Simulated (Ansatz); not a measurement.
# HoRh₂ (Fd-3m, No. 227)

The numbers are results of PBEsol (plane waves, PAW; Ansatz, a program for electronic structure), not measurements.

Settings: plane-wave cutoff 500 eV, 14×14×14 k mesh, Fermi–Dirac smearing 0.1 eV, spin-polarised start, scalar-relativistic PAW data made under PBE.

Cell: relaxed at this level.

```json
{
 "volume_per_atom": "17.06 Å³/atom",
 "equilibrium_lattice_constant_a": "7.426 Å",
 "band_gap": "zero (no gap)"
}
```

Note: the magnetic order was assumed, not searched for or taken from measurement; the 4f shell is treated without U or exact exchange, so its levels and filling can be wrong.

Spin–orbit coupling is not included.

Static lattice: no zero-point or thermal effects.
